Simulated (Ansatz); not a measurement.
ZrS2: response to strain

Consider ZrS$_{2}$ in the CdI2 type structure (space group P-3m1, No. 164; layered, stacked along the Cartesian z axis).

```yaml
crystal:
  lattice:
    - [3.57808, 0.00000, 0.00000]
    - [-1.78904, 3.09871, 0.00000]
    - [0.00000, 0.00000, 5.54013]
  atoms:
    - { symbol: Zr, position: [0.00000, 0.00000, 0.00000] }
    - { symbol: S, position: [0.33333, 0.66667, 0.26473] }
    - { symbol: S, position: [0.66667, 0.33333, 0.73527] }
```

Strains are applied to the cell and any free atomic positions relax.

Method: Kohn–Sham DFT with the PBEsol-D3(BJ) functional, run in Ansatz (an electronic-structure program) with PAW and 420 eV plane waves, without spin-orbit coupling.

Notes on the quantities. energy relative to the base: free energy F.

| case | energy relative to the base | band gap | largest internal atomic displacement |
|---|---|---|---|
| base | 0 meV/atom | 0.29 eV | – |
| isotropic strain −3.00 % | +30 meV/atom | zero | 0.080 Å |
| isotropic strain −2.50 % | +20 meV/atom | zero | 0.067 Å |
| isotropic strain −2.00 % | +13 meV/atom | zero | 0.054 Å |
| isotropic strain −1.00 % | +3.1 meV/atom | 0.13 eV | 0.028 Å |
| isotropic strain −0.50 % | +0.8 meV/atom | 0.21 eV | 0.014 Å |
| isotropic strain +1.00 % | +2.9 meV/atom | 0.45 eV | 0.028 Å |
| isotropic strain +1.50 % | +6.4 meV/atom | 0.52 eV | 0.043 Å |
| isotropic strain +2.00 % | +11 meV/atom | 0.60 eV | 0.058 Å |
| isotropic strain +2.50 % | +17 meV/atom | 0.67 eV | 0.072 Å |

The mesh was chosen for an insulator and is coarse for the gapless case. No phonon test of stability was made. All final runs are without spin polarisation. A zero or small gap of ZrS2 can be the functional's error rather than a property of the material.
